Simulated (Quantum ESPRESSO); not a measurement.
Quantum ESPRESSO 7.5, DFT, PBE, plane waves, SSSP 1.1.2 efficiency PBE: hcp Mg with a vacancy, atoms displaced (Mg15), unrelaxed at the host's lattice constant, 15 atoms. Basis and mesh were picked for this test and aren't claimed converged.

```yaml
cell: 6.42, 6.42, 10.42 Å; 90, 90, 120°
distance_to_the_nearest_atom: 2.86 to 3.08 Å
task: scf
k mesh: 3×3×2
ecutwfc: 45 Ry
ecutrho: 360 Ry
occupations: smearing
smearing: mv
degauss: 0.02 Ry
conv_thr: 1.5e-08 Ry
tprnfor: true
tstress: false
k-point pools (-nk): 4
diagonalization: david (default)
k-points computed: 10
bands: 19
electrons: 30
G-vectors of the density: 289397
FFT grid: 75×75×120
```

Settings of this run: mixing_mode = TF, mixing_beta = 0.2, mixing_ndim = 8; 8 ranks.

```
SCF iteration  band solver's avg # of iterations (first pass)  estimated scf accuracy (Ry)
-------------  ----------------------------------------------  ---------------------------
1                                                         2.0                   0.13371158
2                                                         1.0                   0.10605650
3                                                         2.0                   0.01437103
4                                                         3.6                   0.00462570
5                                                         7.1                   0.00608088
6                                                         1.0                   0.00353868
7                                                         1.6                   0.00027176
8                                                         9.9                   0.00053069
9                                                         1.7                   0.00056625
10                                                        1.0                   0.00060446
11                                                        4.2                   0.00152588
12                                                        1.0                   0.00153115
13                                                        1.0                   0.00159490
14                                                        1.7                   0.00091764
…                                                           …                            …
21                                                        1.0                   0.00004519
22                                                        3.7                   0.00000368
23                                                        6.7                   0.00000898
24                                                        1.0                   0.00000921
25                                                        1.0                   0.00000761
26                                                        4.0                   0.00002266
27                                                        5.0                   0.00000312
28                                                        2.6                   0.00000603
…                                                           …                            …
33                                                        4.3                   0.00000151
34                                                        1.0                   0.00000051
35                                                        4.8                   0.00000052
36                                                        1.0                   0.00000051
37                                                        1.0                   0.00000036
38                                                        2.9                   0.00000007
39                                                        4.8                   0.00000002
40                                                        5.0                      8.6E-09
```

It converged after 40 SCF iterations.

Question: The cycle is slow. Which setting should be changed?

Answer: This is not unique; one that fits is mixing_beta = 1 (17 SCF iterations) or mixing_mode = plain (19 SCF iterations), all else kept. The other changes of this size gave: mixing_beta = 0.1 (33); mixing_beta = 0.4 (35); mixing_beta = 0.7 (40); mixing_mode = local-TF (47). With more settings changed, the fewest of all runs of this system: mixing_mode = plain (default), mixing_beta = 0.7 (default), mixing_ndim = 16 (13). The first change moves the result by: energy equal as printed, forces (largest component) 0.089 meV/Å. Counts are of single runs.
